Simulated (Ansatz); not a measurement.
## Response to strain in HfO2

The parent structure is HfO₂ in the fluorite structure (space group Fm-3m, No. 225; a = 5.001 Å). Axes: x, y, z lie along the cube axes.

Strains are applied to the cell and any free atomic positions relax; under biaxial strain the out-of-plane vector relaxes too.

Computed with Kohn–Sham DFT with the LDA functional, run in Ansatz (a program for electronic structure) with PAW and 420 eV plane waves, no spin-orbit coupling.

Notes on the quantities. energy relative to the base: free energy F.

| biaxial strain, plane normal [001], relaxed out of plane (%) | energy relative to the base (meV/atom) |
|---|---|
| 0 | 0.0 |
| 1 | 4.2 |
| 1.5 | 9.6 |
| 2 | 16.9 |
| 2.5 | ? |
| 3 | 37.5 |

Problem. Fit ΔE = Aε² + Bε³ (ε in %) to the rows shown and predict the withheld row.

Solution. Least squares on the printed values gives A = 4.33 and B = -0.056 meV/atom (largest residual 0.1 meV/atom); this predicts 26.2 meV/atom, and the run gives 26.3 meV/atom, in agreement.

No phonon test of stability was made. This is not the structure that HfO2 has at room temperature and ambient pressure.
